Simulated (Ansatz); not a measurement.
Base system: BAs in the zinc blende structure (space group F-43m, No. 216; a = 4.7839 Å). Axes: x, y, z lie along the cube axes.

All numbers come from r2SCAN (Ansatz, a program for electronic structure, PAW, without spin-orbit coupling).

It is then changed as follows: the cell is scaled by 0.9900 in all directions, atoms relaxed at fixed cell.

**Question.** Predict the stress tensor and what it implies for the stiffness.

**Answer.** Stress of the strained cell less that of the base (GPa, compression positive):
```
   4.52    0.00    0.00
   0.00    4.52    0.00
   0.00    0.00    4.52
```

Then B = −ΔP/(ΔV/V₀) with ΔV/V₀ = -0.0297 gives secant stiffness values (nonlinear terms included at this strain): B ≈ 152 GPa.

As a check, the harmonic strain energy −½ V₀ Δσ:ε is 5.8 meV/atom; the computed energy rise is 5.6 meV/atom.

Stability against distortions was not tested.
